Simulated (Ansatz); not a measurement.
A set of related cells and their band gap.

Cell A: CsPbBr3 (cubic perovskite, Pm-3m), 5 atoms in the cell, k-point mesh 6×6×6 on the run's own vectors.
```xyz
5
Lattice="6.0016 0.0000 0.0000 0.0000 6.0016 0.0000 0.0000 0.0000 6.0016" Properties=species:S:1:pos:R:3 pbc="T T T"
Cs     0.0000     0.0000     0.0000
Pb     3.0008     3.0008     3.0008
Br     3.0008     3.0008     0.0000
Br     0.0000     3.0008     3.0008
Br     3.0008     0.0000     3.0008
```

Cell B: CsSnBr3 (cubic perovskite, Pm-3m), 5 atoms in the cell, k-point mesh 6×6×6 on the run's own vectors.
```
CELL_PARAMETERS angstrom
      5.89524     0.00000     0.00000
      0.00000     5.89524     0.00000
      0.00000     0.00000     5.89524
ATOMIC_POSITIONS crystal
  Cs 0.00000 0.00000 0.00000
  Sn 0.50000 0.50000 0.50000
  Br 0.50000 0.00000 0.50000
  Br 0.00000 0.50000 0.50000
  Br 0.50000 0.50000 0.00000
```

Plane-wave PAW calculations with Ansatz (an electronic-structure program), its default PAW set, cutoff 420 eV. The structures are at rest with PBE; other levels are single points on them. HSE06 runs on coarser k-point meshes, which give the PBE gaps of the finer ones within 0.03 eV. Neutral cells; Fermi-Dirac smearing of at most 0.05 eV in the solids, energies taken to zero width. The lattices are those relaxed with PBE, so at other levels the solids can be strained, which adds to the spread. No structure search was made; lower ones may exist. Spin-orbit coupling is left out. A dispersion term ran beside these levels; it doesn't touch the electrons. Gaps are highest filled to lowest empty Kohn-Sham level on the run's k-point mesh, states of defects and surfaces included; edges off the mesh make the true gap smaller, and under 0.08 eV counts as none.

Task: Give the band gap (eV) at the level HSE06, cell by cell.

Result: 
| cell | HSE06 |
|---|---|
| A | 2.40 |
| B | 1.10 |

With HSE06 the value of A exceeds that of B by 1.3 eV.

Task: And at the other levels?

Result: 
```tsv
cell	PBE
A	1.78 (direct)
B	0.65 (direct)
```

With PBE the value of A exceeds that of B by 1.13 eV.
